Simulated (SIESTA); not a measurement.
Worked example: self-consistent single point of MoP2O7 (P2_1, 20 atoms in the cell) in SIESTA.

Method of the run: GGA PBEsol, numerical atomic orbitals DZP, PseudoDojo PBEsol standard norm-conserving potentials (rewritten from UPF to PSML) run with SIESTA.

The input file:

```
# files in the folder: Mo.psml P.psml O.psml (PseudoDojo PBEsol standard)
SystemName  MoP2O7
SystemLabel siesta

NumberOfAtoms                20
NumberOfSpecies              3
%block ChemicalSpeciesLabel
  1 42 Mo
  2 15 P
  3 8 O
%endblock ChemicalSpeciesLabel
LatticeConstant              1.0 Ang
%block LatticeVectors
     5.025198000    0.000000000    0.000000000
     0.000000000    8.492485000    0.000000000
    -2.057159000    0.000000000    6.871069000
%endblock LatticeVectors
AtomicCoordinatesFormat      Ang
%block AtomicCoordinatesAndAtomicSpecies
     3.367757570    0.442628318    1.865701366  1
    -0.399718570    4.688870818    5.005367634  1
     2.068086700    3.087188147    3.413753211  2
     0.899952300    7.333430647    3.457315789  2
     0.961168844    2.448808050    0.756985672  2
     2.006870156    6.695050550    6.114083328  2
     1.959149741    1.246272174    0.613723883  3
     1.008889259    5.492514674    6.257345117  3
     4.602661545    1.960575087    1.256718520  3
    -1.634622545    6.206817587    5.614350480  3
    -1.217384408    3.312918398    6.376214611  3
     4.185423408    7.559160899    0.494854389  3
    -0.216449146    8.374354534    3.182060765  3
     3.184488146    4.128112034    3.689008235  3
     0.395915114    5.878073493    3.471951166  3
     2.572123886    1.631830993    3.399117834  3
     0.865409464    3.227653849    4.397484160  3
     2.102629536    7.473896349    2.473584840  3
     1.548911713    3.448203685    1.913455295  3
     1.419127287    7.694446185    4.957613705  3
%endblock AtomicCoordinatesAndAtomicSpecies

XC.functional                GGA
XC.authors                   PBEsol
PAO.BasisSize                DZP
PAO.EnergyShift              0.01 Ry
MeshCutoff                   180 Ry
%block kgrid.MonkhorstPack
    4   0   0  0.0
    0   2   0  0.0
    0   0   3  0.0
%endblock kgrid.MonkhorstPack
OccupationFunction           FD
ElectronicTemperature        10.0 meV
Spin                         polarized
%block DM.InitSpin
  1 +2.00
  2 +2.00
  3 +0.00
  4 +0.00
  5 +0.00
  6 +0.00
  7 +0.00
  8 +0.00
  9 +0.00
  10 +0.00
  11 +0.00
  12 +0.00
  13 +0.00
  14 +0.00
  15 +0.00
  16 +0.00
  17 +0.00
  18 +0.00
  19 +0.00
  20 +0.00
%endblock DM.InitSpin

MaxSCFIterations             150
SCF.Mixer.Method             Pulay
SCF.Mixer.Weight             0.1
SCF.Mixer.History            8
SCF.DM.Tolerance             1.0E-04
Diag.ParallelOverK           true
WriteForces                  true
Charge.Mulliken              end
```

Log, with long lists cut:

```
        iscf     Eharris(eV)        E_KS(eV)     FreeEng(eV)     dDmax    Ef(eV) dHmax(eV)
   scf:    1   -10727.653165   -10819.523644   -10819.526987  0.813019 -1.058498 20.789806
     spin moment: {S} , |S| = {        0.0        0.0    4.00000 }     4.00000
   scf:    2   -10850.377661   -10835.770027   -10835.772452  0.115097 -2.161436 15.512530
     spin moment: {S} , |S| = {        0.0        0.0    4.00000 }     4.00000
   scf:    3   -10850.724946   -10854.103104   -10854.104357  0.272969 -4.948405  3.062665
     spin moment: {S} , |S| = {        0.0        0.0    4.00000 }     4.00000
   [... lines left out ...]
     spin moment: {S} , |S| = {        0.0        0.0    4.00000 }     4.00000
   scf:   14   -10855.855331   -10855.855320   -10855.856061  0.000061 -5.068373  0.002408
     spin moment: {S} , |S| = {        0.0        0.0    4.00000 }     4.00000
   scf:   15   -10855.855353   -10855.855337   -10855.856064  0.000130 -5.068877  0.000883
     spin moment: {S} , |S| = {        0.0        0.0    4.00000 }     4.00000
   scf:   16   -10855.855341   -10855.855339   -10855.856064  0.000019 -5.069006  0.000519
     spin moment: {S} , |S| = {        0.0        0.0    4.00000 }     4.00000
SCF Convergence by DM+H criterion
max |DM_out - DM_in|         :     0.0000192147
max |H_out - H_in|      (eV) :     0.0005187564
SCF cycle converged after 16 iterations

Using DM_out to compute the final energy and forces

siesta: E_KS(eV) =           -10855.8553

siesta: E_KS - E_eggbox =    -10855.8553

siesta: Atomic forces (eV/Ang):
     1   -0.246083    0.341670    0.129583
     2    0.246084    0.341669   -0.129586
     3    0.024912   -0.029095   -0.041869
   [... 17 lines left out ...]
   Tot    0.000000   -0.010661   -0.000000
   Max    0.500682
   Res    0.250964    sqrt( Sum f_i^2 / 3N )
   Max    0.500682    constrained

Stress tensor Voigt[x,y,z,yz,xz,xy] (kbar):       83.20       77.34       77.21        0.00       -3.35        0.00
(Free)E + p*V (eV/cell)   -10870.3602
Target enthalpy (eV/cell)   -10855.8561

   [... lines left out ...]
siesta: FreeEng =    -10855.856064
siesta: Cell volume =        293.232617 Ang**3
siesta:         -79.24839842        -68.32052602  kBar
   [... lines left out ...]

mulliken: Qtot =       64.000

Mulliken Atomic Populations:
Atom #   charge [q] valence [e]      Sz [e]  Species
     1     0.769100   13.230900    1.860260  Mo
     2     0.769106   13.230894    1.860256  Mo
     3     0.186265    4.813735    0.026819  P
     4     0.186265    4.813735    0.026819  P
     5     0.142133    4.857867    0.030521  P
   [... 15 lines left out ...]
 Total    -0.000000                4.000000
```

The run converged in 16 iterations. For comparison: a first run was changed to give this one (lattice scaled by 1.03; MeshCutoff: 300 Ry → 180 Ry), and from it to this one the free energy goes up by 6.9 meV/atom, the pressure goes from 7.51 to -7.92 GPa, the largest force goes from 2.026 to 0.659 eV/Å, the gap on the mesh goes from 0.025 to 0.053 eV and the size of the net moment stays at 0.20 μB/atom.

The starting cell comes from a database of computed structures (which also holds hypothetical and non-ambient phases and stackings), without a prior relaxation at this level. Its lattice was rescaled by a random factor within 2.5 % of one. For this run, on top of that: lattice scaled by 1.03. The magnetic order is the one reached from the typed start; others were not searched systematically. Values carry the incompleteness of an atom-centred basis.

Cost on one core of a shared machine: roughly 70 s.
